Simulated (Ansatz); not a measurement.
The starting structures come from a database of crystals and need not be the phases stable at ambient conditions.

Inside the gap of an insulator the Bloch states are evanescent, with a wavenumber k + iκ along the transport direction.

Given:

```yaml
crystal:
  lattice:
    - [6.26298, 0.00000, 0.00000]
    - [-2.91316, 7.19154, 0.00000]
    - [-1.45658, 3.59577, 4.91668]
  atoms:
    - { symbol: La, position: [0.50000, 0.50000, 0.00000] }
    - { symbol: Sc, position: [0.50000, 0.95125, 0.09750] }
    - { symbol: Sc, position: [0.95125, 0.04875, 0.45125] }
    - { symbol: Sc, position: [0.04875, 0.50000, 0.45125] }
    - { symbol: B, position: [0.00000, 0.00000, 0.00000] }
    - { symbol: B, position: [0.00000, 0.55073, 0.89854] }
    - { symbol: B, position: [0.55073, 0.44927, 0.55073] }
    - { symbol: B, position: [0.44927, 0.00000, 0.55073] }
    - { symbol: O, position: [0.00000, 0.14021, 0.71959] }
    - { symbol: O, position: [0.14020, 0.85979, 0.14020] }
    - { symbol: O, position: [0.85979, 0.00000, 0.14020] }
    - { symbol: O, position: [0.41067, 0.58934, 0.41067] }
    - { symbol: O, position: [0.58934, 0.00000, 0.41067] }
    - { symbol: O, position: [0.00000, 0.41067, 0.17867] }
    - { symbol: O, position: [0.70255, 0.46926, 0.40523] }
    - { symbol: O, position: [0.46926, 0.87449, 0.82806] }
    - { symbol: O, position: [0.87449, 0.70255, 0.76671] }
    - { symbol: O, position: [0.29745, 0.12551, 0.40523] }
    - { symbol: O, position: [0.53074, 0.29745, 0.82806] }
    - { symbol: O, position: [0.12551, 0.53074, 0.76671] }
```

Space group of this cell: R32. The cell is taken as given; by r2SCAN its mean pressure is 0.8 GPa.

Transport runs along the normal of the first two printed cell vectors, the (110) plane of the conventional cell.

No gap correction and no spin-orbit coupling; mid-gap values are interpolated between computed energies.

Predict the band gap and the smallest decay constant κ at mid-gap from Ansatz (a first-principles code) with r2SCAN.

Gap 4.93 eV on a 6×6×6 mesh; κ = 0.461 1/Å, at the zone centre.
